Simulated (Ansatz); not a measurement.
System: cubic perovskite CsPbF3. Method: LDA (plane waves, PAW; Ansatz, an electronic-structure program).

Settings: plane-wave cutoff 500 eV, 8×8×8 k mesh, Fermi–Dirac smearing 0.05 eV, scalar-relativistic PAW data made under PBE.

Cell (relaxed at this level):

```
CsPbF3
1.0
    4.72879     0.00000     0.00000
    0.00000     4.72879     0.00000
    0.00000     0.00000     4.72879
Cs Pb F
1 1 3
Cartesian
  0.00000   0.00000   0.00000
  2.36439   2.36439   2.36439
  2.36439   0.00000   2.36439
  0.00000   2.36439   2.36439
  2.36439   2.36439   0.00000
```

**Question.** Predict the band gap.

**Answer.** 
band gap: 2.33 eV (on the SCF k mesh)

Spin–orbit coupling is not included; with these elements it can move the gap by several tenths of an eV or more.

Static lattice: no zero-point or thermal effects.

Computing time: around 60 core-seconds (rough).
